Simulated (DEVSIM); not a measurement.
Structure: abrupt Si n-p junction, at 300 K.

Layer 1 from the left is Si, thickness (μm) 38.0, Nd (cm⁻³) 1e16, τn (s) 3.6e-5, τp (s) 3.6e-5. Layer 2 from the left is Si, thickness (μm) 68.0, Na (cm⁻³) 1.1e15, τn (s) 3.6e-5, τp (s) 3.6e-5.

Left contact: ohmic. Right contact: ohmic. Voltage is applied to the left contact. Recombination: SRH at mid-gap, Auger. Mobility is constant in doping.

This is a model device: material constants are rounded textbook-type values typed into the input, and sizes, dopings and lifetimes were drawn at random. Values at 300 K.

Si: gap (eV) 1.124, affinity (eV) 4.05, permittivity 11.7, Nc (cm⁻³) 2.86e19, Nv (cm⁻³) 3.1e19, μn (cm²/Vs) 1417, μp (cm²/Vs) 470, Cn (cm⁶/s) 2.8e-31, Cp (cm⁶/s) 9.9e-32.

Q: Estimate by hand the built-in potential, the peak field at zero bias, the capacitance at 6 V, and compare with a numerical solution.

A: 
- Built-in potential: ni = √(Nc Nv) exp(−Eg/2kT) = 1.08e10 cm⁻³ with Eg = 1.124 eV; Vbi = kT/q ln(Na Nd/ni²) = 0.653 V; numerical 0.653 V.
- Peak field at zero bias: depletion approximation: W = √(2εVbi/(qN)) = 0.923 μm with N = 9.91e14 cm⁻³; field = 2Vbi/W = 14200 V/cm; numerical 13700 V/cm (estimate above by 3.4 %).
- Capacitance at 6 V: C = √(qεN / 2(Vbi + |V|)) = 3.52 nF/cm²; numerical 3.53 nF/cm².

DEVSIM, 1D drift-diffusion, Boltzmann statistics, complete ionisation; no tunnelling, impact ionisation, image-force lowering or self-heating.
